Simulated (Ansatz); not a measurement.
The parent structure is TaN in the rock salt structure (space group Fm-3m, No. 225; a = 4.416 Å).

(Cell as relaxed with PBE.)

Levels (all Ansatz, a quantum-chemistry and plane-wave program, PAW, earlier PAW set): PBE (420 eV, without spin-orbit coupling); PBEsol (420 eV, spin-orbit coupling left out).

Each level relaxes its own structure.

```csv
quantity,PBE,PBEsol
volume per atom,10.77 Å³,(withheld)
lattice parameter a,4.416 Å,(withheld)
band gap,zero,(withheld)
```

### Question
What does PBEsol give?

### Answer

- volume per atom, PBEsol: 10.46 Å³
- lattice parameter a, PBEsol: 4.375 Å
- band gap, PBEsol: zero

PBE's volume per atom lies 0.301 Å³ above PBEsol's (2.9 %); PBE's lattice parameter a lies 0.0415 Å above PBEsol's (0.9 %); the two agree on the band gap. Neither level is exact; PBEsol is the comparison here, not a measurement.

Whether these cells are dynamically stable was not tested. The final runs are not spin-polarised. This is not the structure that TaN has at room temperature and ambient pressure.
